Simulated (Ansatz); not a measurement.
Worked example: relaxation of cell and atoms of Ag (Im-3m, 1 atom in the cell) in Ansatz (a program for electronic structure).

Level of theory: LDA (PW92), default PAW files made with PBE (plane waves; Ansatz).

The change in words: atoms on their sites; basis.ecutwfc: 30.9 Ry → 18.4 Ry; relax: default → cell and atoms. Reference geometry:
```
CELL_PARAMETERS angstrom
     -1.66393     1.66393     1.66393
      1.66393    -1.66393     1.66393
      1.66393     1.66393    -1.66393
ATOMIC_POSITIONS crystal
  Ag 0.00000 0.00000 0.00000
```

Reference input (self-consistent single point, DFT, LDA (PW92), plane waves, default PAW files made with PBE): basis.ecutwfc = 30.9 Ry; kpoints.mp_grid.grid = 14 14 14; hamiltonian.xc = lda; hamiltonian.pseudopotentials = {kind: paw} (the program's default PAW files); scf.occupations.method = fermi_dirac; scf.occupations.width = 0.0073 Ry. This run's input differs from it in these lines:

Ansatz 0.2 input:
```diff
@@ -8,3 +8,3 @@
 basis:
-  ecutwfc: 30.9 Ry
+  ecutwfc: 18.4 Ry
 kpoints:
@@ -20,2 +20,4 @@
     width: 0.0073 Ry
+relax:
+  cell: {}
 output:
```

The program printed (abridged):

```
   [... SCF lines of the steps left out ...]
relax step   1: F+E_penalty+E_count = -7456.66148535 eV  Δ(F+E_penalty+E_count) = +0.000e0 eV  max|allowed force component| = 0.000e0 eV/Å  Δτ_max = 0.0000 Å  P = -10.029 GPa  Ω = 18.428 Å³  (6 SCF iters, dr2 threshold 1.00e-7 eV, accepted)
relax step   2: F+E_penalty+E_count = -7457.70092951 eV  Δ(F+E_penalty+E_count) = -1.039e0 eV  max|allowed force component| = 0.000e0 eV/Å  Δτ_max = 0.0000 Å  P = +66.397 GPa  Ω = 15.862 Å³  energy of the carried Pulay correction = +1.496e0 eV  (6 [...]
   [... lines left out ...]
relax step  26: F+E_penalty+E_count = -7456.73074082 eV  Δ(F+E_penalty+E_count) = -3.255e-3 eV  max|allowed force component| = 0.000e0 eV/Å  Δτ_max = 0.0000 Å  P = +0.000 GPa  Ω = 16.778 Å³  energy of the carried Pulay correction = +3.254e-3 eV  (3 [...]
relax step  27: F+E_penalty+E_count = -7456.71563444 eV  Δ(F+E_penalty+E_count) = +1.511e-2 eV  max|allowed force component| = 0.000e0 eV/Å  Δτ_max = 0.0000 Å  P = +0.046 GPa  Ω = 16.778 Å³  stress off target by 4.60e-2 GPa  SCF on the basis [...]
basis re-selected at this cell: Δ(F+E_penalty+E_count) = +1.511e-2 eV, ΔP = +0.046 GPa vs the last step
Free energy (F): -7456.715634 eV
Internal energy: -7456.700997 eV  (E = F + TS)
E sigma→0 (E₀):  -7456.708316 eV
Entropy (-TS):   -0.014638 eV (-14.638 meV/atom)
Fermi energy:    17.357062 eV
--- Forces (eV/Å), atoms counted from 1 ---
  atom   1  Ag    -0.00000000     0.00000000     0.00000000
--- Stress (GPa, compression-positive) ---
        0.046041      -0.000000      -0.000000
        0.000000       0.046041       0.000000
        0.000000      -0.000000       0.046041
  P = ⅓ Tr σ = 0.0460 GPa (0.460 kbar)
   [... lines left out ...]
to start a new deck from the relaxed geometry:
  cell:  # Å, volume = 16.7779 Å³
    - [-1.6127223881999435, 1.6127223881999435, 1.6127223881999435]
    - [1.6127223881999435, -1.6127223881999435, 1.6127223881999435]
    - [1.6127223881999435, 1.6127223881999435, -1.6127223881999435]
  atoms:
    - { symbol: Ag, position: [0.0, 0.0, 0.0] }
```

The run converged. 

Summary of the result:
* **Free energy E − TS (on the zero of these files)**: -7456.7156 eV
* **Fermi level (on the code's own zero)**: 17.36 eV
* **Pressure**: 0.05 GPa
* **Final cell**: a = b = c = 2.793 Å, α = β = γ = 109.47°
* **Final volume per atom**: 16.78 Å³
* **Relaxation steps**: 27

The starting cell comes from a database of computed structures (which also holds hypothetical and non-ambient phases and stackings), without a prior relaxation at this level. Its lattice was rescaled by up to half a per cent. The relaxation keeps the symmetry of its start, so its end need not be a minimum. Ansatz's pressure includes its estimate of the finite-basis (Pulay) stress. Without the estimate this run gives -99.23 GPa. The cutoff lies below the one recommended for these files.
